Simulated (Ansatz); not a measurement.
Cubic perovskite CsPbBr3 (cubic high-temperature phase), treated with BLYP in Ansatz (plane waves, PAW).

Run with plane-wave cutoff 520 eV, 6×6×6 k mesh, Fermi–Dirac smearing 0.01 eV, scalar-relativistic PAW data made under PBE.

Cell (relaxed at this level):

```
CsPbBr3
1.0
    6.13471     0.00000     0.00000
    0.00000     6.13471     0.00000
    0.00000     0.00000     6.13471
Cs Pb Br
1 1 3
Direct
  0.00000   0.00000   0.00000
  0.50000   0.50000   0.50000
  0.50000   0.00000   0.50000
  0.00000   0.50000   0.50000
  0.50000   0.50000   0.00000
```

Task: Give the computed bulk modulus, band gap, Γ–Γ gap and pressure derivative B′ of the bulk modulus.

Result: 
* **bulk modulus**: 15.9 GPa
* **band gap**: 2.03 eV
* **Γ–Γ gap**: 4.80 eV
* **pressure derivative B′ of the bulk modulus**: 4.8

Note: the cell is over a tenth larger than the published one: the level's own overestimate first of all, though another phase or state, or a fault of the published cell, is possible; the relaxation could not lower the start's symmetry, so the cell can be a saddle point above a distorted one.

Spin–orbit coupling is not included; with these elements it can move the gap by several tenths of an eV or more.

The computed numbers hold no vibrational or temperature effects.

Ansatz is an electronic-structure program.
